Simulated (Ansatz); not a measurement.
Start from La2O3 (space group P-3m1, No. 164; a = 3.906 Å, c = 6.040 Å).

Perturbation: a hydrostatic pressure of 3 GPa.

Levels (all Ansatz, a quantum-chemistry and plane-wave program, PAW): PBEsol (420 eV, without spin-orbit coupling); r2SCAN (500 eV, without spin-orbit coupling); HSE06 (420 eV, no SOC).

At the geometry relaxed with PBEsol, these levels gave the following band gaps, in shuffled order: (a) 5.29 eV, (b) 4.23 eV, (c) 3.77 eV.

Q: Match each gap to its level.

A: (a) HSE06; (b) r2SCAN; (c) PBEsol.

Single points use the geometry relaxed with PBEsol. The hybrid gap comes from the SCF mesh plus the semilocal run's edge points and a few special points and is an upper bound. Load acts through the strain it causes; cell and atoms are relaxed under it. Stability against distortions was not tested.
